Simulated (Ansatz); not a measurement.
Results of LDA (Ansatz, an electronic-structure program, PAW) for YC2 (I4/mmm, No. 139, 3 atoms in the cell; start mp-313).

Settings: plane-wave cutoff 520 eV, 22×22×22 k mesh, Fermi–Dirac smearing 0.05 eV, scalar-relativistic PAW data made under PBE.

Cell (relaxed at this level):

Space group I4/mmm (No. 139); a = 3.5901 Å, b = 3.5901 Å, c = 6.1122 Å, α = 90.00°, β = 90.00°, γ = 90.00°

```tsv
atom	site	symmetry	x	y	z
Y	2a	4/mmm	0.0000	0.0000	0.0000
C	4e	4mm	0.0000	0.0000	0.3944
```
(The calculation used a cell of 3 atoms; values per cell refer to that cell.)

Question: Predict the bulk modulus B0.

Answer: 
* **bulk modulus B0**: 127 GPa

The run finds no gap.

Note: the bulk modulus is −V dP/dV from two relaxed cells at ±2 % in volume; the relaxation could not lower the start's symmetry, so the cell can be a saddle point above a distorted one.

The computed numbers hold no vibrational or temperature effects.

A start named mp-… is a Materials Project structure, which need not be a measured phase.
